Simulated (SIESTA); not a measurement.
Band structure of MnO2 (P4_2/mnm, 6 atoms in the cell).

```
MnO2
1.0
    4.44442     0.00000     0.00000
    0.00000     4.44442     0.00000
    0.00000     0.00000     2.89575
Mn O
2 4
Direct
  0.00000   0.00000   0.00000
  0.50000   0.50000   0.50000
  0.30492   0.30492   0.00000
  0.69508   0.69508   0.00000
  0.19508   0.80492   0.50000
  0.80492   0.19508   0.50000
```
Moments meant for the start (each program seeds them in its own way; μB, in the order of the atoms Mn Mn O O O O): 4.0 4.0 0.0 0.0 0.0 0.0.

Computed with GGA PBE, numerical atomic orbitals DZP, PseudoDojo PBE standard norm-conserving potentials (rewritten from UPF to PSML) (SIESTA).

Settings: XC.functional = GGA; XC.authors = PBE; potentials = PseudoDojo PBE standard; PAO.BasisSize = DZP; PAO.EnergyShift = 0.005 Ry; MeshCutoff = 350 Ry; kgrid.MonkhorstPack = 5 5 7; OccupationFunction = MP; OccupationMPOrder = 0; ElectronicTemperature = 0.272 eV; Spin = polarized; DM.InitSpin = [1 +4.00, 2 +4.00, 3 +0.00, 4 +0.00, 5 +0.00, 6 +0.00]; MaxSCFIterations = 150; SCF.Mixer.Method = Broyden.

The starting cell comes from a database of computed structures (which also holds hypothetical and non-ambient phases and stackings), without a prior relaxation at this level. Its lattice was rescaled by a random factor within 2.5 % of one. The magnetic order is the one reached from the typed start; others were not searched systematically. Values carry the incompleteness of an atom-centred basis.

Levels in eV from the Fermi level, bands 27 to 32 of the first spin channel:
| point | 27 | 28 | 29 | 30 | 31 | 32 |
|---|---|---|---|---|---|---|
| Γ | -1.15 | -1.15 | -0.59 | -0.45 | -0.22 | 2.53 |
| X | -1.47 | -1.47 | -0.72 | -0.72 | 1.99 | 1.99 |
| M | -2.06 | -2.06 | -0.07 | -0.07 | 1.22 | 1.22 |
| Z | -1.11 | -1.11 | -0.22 | -0.22 | 1.06 | 1.06 |
| R | -1.81 | -1.81 | -0.10 | -0.10 | -0.03 | -0.03 |
| A | -1.00 | -1.00 | -0.73 | -0.73 | 1.53 | 1.53 |

Bands cross the Fermi level along this path, so the cell is metallic at this level.

Higher empty bands are left out: an atom-centred basis made for the valence describes them poorly.

The net moment of the cell came out as 5.98 μB.
